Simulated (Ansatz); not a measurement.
Cost and result by functional for the adsorption energy of H2O on the 1x1 (111) surface of fcc Cu, one in a 2x2 cell, started at the site 'hollow Cu-Cu-Cu over Cu at depth 2.1 Å', in Ansatz (plane waves, PAW). Single points on the PBE structure, on one kind of machine; costs are rough ratios of the slab run's core time (references not counted) to the cheapest single point. r2SCAN's cost holds its higher cutoff (500 against 420 eV). Differences are taken against r2SCAN for comparison alone: no measured value is at hand, so the table doesn't rank accuracy.

Model: 19-atom slab, 6.2 Å thick at the start under the adsorbate (thin: gaps and levels are the slab's own), 6x6x1 mesh, Fermi-Dirac 0.1 eV, dipole correction, 8 atoms held, the rest relaxed; no symmetry held; no spin, no spin-orbit, no U, no dispersion correction. At the end no host atom lies within bonding distance. In PBE it is, or lies within 0.03 eV of, the lowest of the starts that converged. These notes are the PBE run's. Adsorption energies are against H2O(g). A negative adsorption energy means that the adsorbate is more stable on the surface than in its reference.

| functional | relative cost | adsorption energy (eV) | less r2SCAN (eV) |
|---|---|---|---|
| RPBE | 1 | 0.02 | 0.28 |
| r2SCAN | 2 | -0.27 | 0.00 |
| PBE (the relaxed run's value) | – | -0.15 | 0.12 |

The values span 0.28 eV, while the single points' costs differ by a factor of roughly 2. Differences are of unrounded values.

Ansatz is an electronic-structure program.
